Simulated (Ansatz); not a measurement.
Cost and result by functional for the adsorption energy of H2O on the 1x1 (0001) surface of hcp Ti, one in a 2x2 cell, started at the site 'top Ti', in Ansatz (plane waves, PAW). Single points on the PBE structure, on one kind of machine; costs are rough ratios of the slab run's core time (references not counted) to the cheapest single point. r2SCAN's cost holds its higher cutoff (500 against 420 eV). Differences are taken against r2SCAN for comparison alone: no measured value is at hand, so the table doesn't rank accuracy.

Model: 19-atom slab, 6.8 Å thick at the start under the adsorbate (thin: gaps and levels are the slab's own), 6x6x1 mesh, Fermi-Dirac 0.1 eV, dipole correction, 8 atoms held, the rest relaxed; no symmetry held; no spin, no spin-orbit, no U, no dispersion correction. At the end it is bonded to Ti. In PBE it is, or lies within 0.03 eV of, the lowest of the starts that converged. These notes are the PBE run's. Adsorption energies are against H2O(g). A negative adsorption energy means that the adsorbate is more stable on the surface than in its reference.

| functional | relative cost | adsorption energy (eV) | less r2SCAN (eV) |
|---|---|---|---|
| RPBE | 1 | -0.48 | 0.32 |
| r2SCAN | 2 | -0.80 | 0.00 |
| PBE (the relaxed run's value) | – | -0.66 | 0.14 |

The values span 0.32 eV, while the single points' costs differ by a factor of roughly 2. Differences are of unrounded values.

Ansatz is a program for electronic structure.
